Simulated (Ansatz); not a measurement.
Short convergence ladders for AgAu₃ (I4mm, 4 atoms in the cell)

```yaml
crystal:
  lattice:
    - [-2.04632, 2.04632, 4.14193]
    - [2.04632, -2.04632, 4.14193]
    - [2.04632, 2.04632, -4.14193]
  atoms:
    - { symbol: Ag, position: [0.00604, 0.00604, 0.00000] }
    - { symbol: Au, position: [0.75000, 0.25000, 0.50000] }
    - { symbol: Au, position: [0.25000, 0.75000, 0.50000] }
    - { symbol: Au, position: [0.50000, 0.50000, 0.00000] }
```

Base method: PBEsol, default PAW files made with PBE (plane waves; Ansatz, a quantum-chemistry and plane-wave program).

Base settings: basis.ecutwfc = 420 eV; kpoints.mp_grid.grid = 8 8 8; hamiltonian.xc = pbesol; hamiltonian.pseudopotentials = {kind: paw} (the program's default PAW files); scf.occupations.method = fermi_dirac; scf.occupations.width = 0.1 eV.

The count of work is k-points × plane waves × bands × iterations; it is no time. Core times come from one kind of shared machine, to one figure; runs under 30 s give none.

**The cutoff for other potential files**

Level: DFT, PBEsol, plane waves, harder PAW files (source: ansatz) made with PBE.

In this ladder: hamiltonian.pseudopotentials = {kind: paw, source: ansatz}.

The second cell is the first with its lattice scaled by 0.98.

The mesh stays at the base's, so the ladder's end is converged at best in this setting alone.

The first pressure column holds Ansatz's estimate of the finite-basis (Pulay) stress, which hides part of the cutoff error; the other is without it.

Only quantities that move along the ladder and can be compared are tabulated.

```csv
basis.ecutwfc,free energy less the last step's (meV/atom),energy of the compressed cell less the first (meV/atom),pressure (GPa),pressure without the Pulay estimate (GPa),largest difference of a force vector from the last step's (eV/Å),count of work / last,core time / last (rough)
280 eV,8393.63,-10.05,-10.86,-360.90,0.170,0.097,–
340 eV,1939.68,-18.62,-5.47,-109.23,0.075,0.13,–
430 eV,160.96,5.36,-3.76,-16.30,0.003,0.20,–
525 eV,7.25,5.98,-3.70,-4.56,0.000,0.28,–
615 eV,0.51,5.98,-3.70,-3.71,0.000,0.36,0.4
740 eV,0.29,5.97,-3.70,-3.71,0.000,0.46,0.5
925 eV,0.18,5.96,-3.70,-3.71,0.000,0.64,0.7
1235 eV,0.00,5.95,-3.70,-3.71,0.000,1.0,1
```

Coarsest basis.ecutwfc that holds the energy of the compressed cell less the first within 0.5 meV/atom of the last step, with all finer ones: 525 eV, at 0.28 of the last step's count of work; the step before is off by 0.60 meV/atom.

Coarsest basis.ecutwfc that holds the pressure without the Pulay estimate within 0.2 GPa of the last step, with all finer ones: 615 eV, at 0.36 of the last step's count of work and about 0.4 of the last step's time; the step before is off by 0.86 GPa.

Coarsest basis.ecutwfc that holds the forces within 0.01 eV/Å of the last step, with all finer ones: 430 eV, at 0.20 of the last step's count of work; the step before is off by 0.075 eV/Å.

The energy difference between the two cells stays within 1 meV/atom of the last step's from 430 eV on, the total only from 615 eV on: much of the error is common to both cells and cancels.

At the lowest cutoff the pressure without the Pulay estimate lies 357 GPa under the last step's, the usual sign of Pulay stress in an incomplete plane-wave basis.

**The density cutoff**

The mesh stays at the base's, so the ladder's end is converged at best in this setting alone.

Only quantities that move along the ladder and can be compared are tabulated.

```tsv
basis.ecutrho_ratio	free energy less the last step's (meV/atom)
2	-0.96
3	-0.25
4	-0.09
5	-0.03
6	-0.02
8	-0.01
10	0.00
12	0.00
16	0.00
```

Coarsest basis.ecutrho_ratio that holds the free energy within 0.5 meV/atom of the last step, with all finer ones: 3; the step before is off by 0.96 meV/atom.

**The relaxed cell against the cutoff**

On AgAu₃ (I4/mmm, 4 atoms in the cell): atoms on their sites.

In this ladder: relax = cell and atoms.

The mesh stays at the base's, so the ladder's end is converged at best in this setting alone.

Only quantities that move along the ladder and can be compared are tabulated.

```tsv
basis.ecutwfc	relaxed volume (Å³/atom)	relaxation steps	core time / last (rough)
210 eV	19.538	44	1
250 eV	17.089	47	1
295 eV	16.866	19	0.8
355 eV	16.901	8	0.4
420 eV	16.899	6	0.5
505 eV	16.899	6	0.6
630 eV	16.898	6	0.7
840 eV	16.898	6	1
```

Coarsest basis.ecutwfc that holds the relaxed volume within 0.084 Å³/atom of the last step, with all finer ones: 295 eV; the step before is off by 0.19 Å³/atom.

At the lowest cutoff the cell relaxes to a volume 16 % larger than at the highest. Ansatz relaxes on a stress corrected for the finite basis.

On the base run: the starting cell comes from a database of computed structures (which also holds hypothetical and non-ambient phases and stackings), without a prior relaxation at this level. Its lattice was rescaled by up to half a per cent. One atom was moved a little off its site on purpose.

Keys are those of Ansatz 0.2.
